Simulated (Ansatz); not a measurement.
Start from BaTiO3 (space group P4mm, No. 99; a = 3.9851 Å, c = 4.2043 Å). Axes: x, y, z lie along a, b, c of the conventional cell.

Calculations: Kohn–Sham DFT with the PBE functional, run in Ansatz (an electronic-structure program) with PAW and 420 eV plane waves, no spin-orbit coupling, earlier PAW set.

Modification: an isotropic linear strain of −2.34 %; the atoms relax in the strained cell.

Problem. Predict the stress tensor and what it implies for the stiffness.

Solution. Stress of the strained cell less that of the base (GPa, compression positive):
```
  12.52    0.00    0.00
   0.00   12.52    0.00
   0.00    0.00    7.10
```

Then B = −ΔP/(ΔV/V₀) with ΔV/V₀ = -0.0686 gives secant stiffness values (nonlinear terms included at this strain): B (at held cell shape, above the free-shape value) ≈ 156 GPa.

As a check, the harmonic strain energy −½ V₀ Δσ:ε is 31 meV/atom; the computed energy rise is 28 meV/atom.

No phonon test of stability was made. All final runs are without spin polarisation.
